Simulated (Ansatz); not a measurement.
Consider the following.

End structure of a constructed model of the (111) surface of fcc Pd, p(2x2), one Pd adatom (bottom of the slab: a bare face, its two planes held):

```yaml
crystal:
  lattice:
    - [5.57722, 0.00000, 0.00000]
    - [-2.78861, 4.83001, 0.00000]
    - [0.00000, 0.00000, 30.00000]
  atoms:
    - { symbol: Pd, position: [0.16667, 0.83333, 0.27006] }
    - { symbol: Pd, position: [0.16667, 0.33333, 0.27006] }
    - { symbol: Pd, position: [0.66667, 0.83333, 0.27006] }
    - { symbol: Pd, position: [0.66667, 0.33333, 0.27006] }
    - { symbol: Pd, position: [0.33333, 0.66667, 0.34595] }
    - { symbol: Pd, position: [0.33333, 0.16667, 0.34595] }
    - { symbol: Pd, position: [0.83333, 0.66667, 0.34595] }
    - { symbol: Pd, position: [0.83333, 0.16667, 0.34595] }
    - { symbol: Pd, position: [0.50000, 0.50000, 0.42150] }
    - { symbol: Pd, position: [0.49990, 0.99995, 0.42170] }
    - { symbol: Pd, position: [0.00005, 0.50010, 0.42170] }
    - { symbol: Pd, position: [0.00005, 0.99995, 0.42170] }
    - { symbol: Pd, position: [0.66676, 0.33324, 0.49754] }
    - { symbol: Pd, position: [0.66676, 0.83351, 0.49754] }
    - { symbol: Pd, position: [0.16649, 0.33324, 0.49754] }
    - { symbol: Pd, position: [0.16667, 0.83333, 0.49768] }
    - { symbol: Pd, position: [0.83333, 0.16667, 0.57379] }
    - { symbol: Pd, position: [0.83228, 0.66614, 0.57338] }
    - { symbol: Pd, position: [0.33386, 0.16772, 0.57338] }
    - { symbol: Pd, position: [0.33386, 0.66614, 0.57338] }
    - { symbol: Pd, position: [0.99660, 0.00340, 0.64902] }
    - { symbol: Pd, position: [0.99660, 0.49320, 0.64902] }
    - { symbol: Pd, position: [0.50680, 0.00340, 0.64902] }
    - { symbol: Pd, position: [0.50000, 0.50000, 0.65135] }
    - { symbol: Pd, position: [0.16667, 0.83333, 0.71634] }
```

Slab: 25 atoms, 13.8 Å thick at the start; k 8x8x1, smearing 0.1 eV, dipole-corrected; 8 atoms held, the rest relaxed; start symmetry kept, larger cells not searched; no spin, no spin-orbit, no U. In PBE it lies 0.10 eV a 1x1 cell over the lowest computed structure of the same composition (one added row of Pd in 4).

Task: Estimate the work function of the top face that PBE run with Ansatz (a program for electronic structure) returns for this input.

Result: 4.27 eV
